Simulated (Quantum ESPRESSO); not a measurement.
Quantum ESPRESSO is run on AlAg₃ (Cmmm, 4 atoms in the cell), and the run fails. The aim is a self-consistent single point with DFT, PBEsol, plane waves, PSlibrary ultrasoft (PBE) pseudopotentials.

This input was run:

```fortran
&control
  calculation = 'scf',
  prefix = 'scf',
  outdir = './tmp/',
  pseudo_dir = './pseudo',
  tprnfor = .true.,
  tstress = .true.,
/
&system
  ibrav = 9,
  celldm(1) = 6.2327438371,
  celldm(2) = 1.385217386559,
  celldm(3) = 2.678446534592,
  nat = 4,
  ntyp = 2,
  ecutwfc = 50,
  ecutrho = 300,
  occupations = 'smearing',
  smearing = 'marzari-vanderbilt',
  degauss = 0.0073499,
  input_dft = 'pbesol',
/
&electrons
  conv_thr = 1.0e-11,
  mixing_beta = 0.4,
/
ATOMIC_SPECIES
Al    26.9815  Al.pbe-n-rrkjus_psl.1.0.0.UPF
Ag   107.8682  Ag.pbe-n-rrkjus_psl.1.0.0.UPF
ATOMIC_POSITIONS crystal
Al    0.0000000000    0.0000000000    0.0000000000
Ag   -0.5000000000    0.5000000000   -0.7637400000
Ag   -0.5000000000    0.5000000000   -0.2362600000
Ag    0.0000000000    0.0000000000   -0.5000000000
K_POINTS automatic
10 10 3  0 0 0
```

The program printed (abridged):

```
 %%%%%%%%%%%%%%%%%%%%%%%%%%%%%%%%%%%%%%%%%%%%%%%%%%%%%%%%%%%%%%%%%%%%%%%%%%%%%%
     Error in routine readpp (1):
     file ./pseudo/Al.pbe-n-rrkjus_psl.1.0.0.UPF not found
 %%%%%%%%%%%%%%%%%%%%%%%%%%%%%%%%%%%%%%%%%%%%%%%%%%%%%%%%%%%%%%%%%%%%%%%%%%%%%%

     stopping ...
```

Question: From the messages shown, name the fault and mend the input.

Answer: The fault is a wrong folder for the potentials. The files are not in the folder that the input names. To fix it, correct the folder. The program stopped before any SCF iteration.

The sound input it was made from differs as follows (other fixes are possible):
```diff
-  pseudo_dir = './pseudo',
+  pseudo_dir = './',
```

With that input, the run converged in 14 iterations: free energy E − TS -3500.2388 eV; Fermi level (on the code's own zero) 12.08 eV; pressure -2.26 GPa; largest force (vector length) 0.151 eV/Å (DFT, PBEsol, plane waves, PSlibrary ultrasoft (PBE) pseudopotentials).

On the sound input: the starting cell comes from a database of computed structures (which also holds hypothetical and non-ambient phases and stackings), without a prior relaxation at this level. Its lattice was rescaled by a random factor within 2.5 % of one.
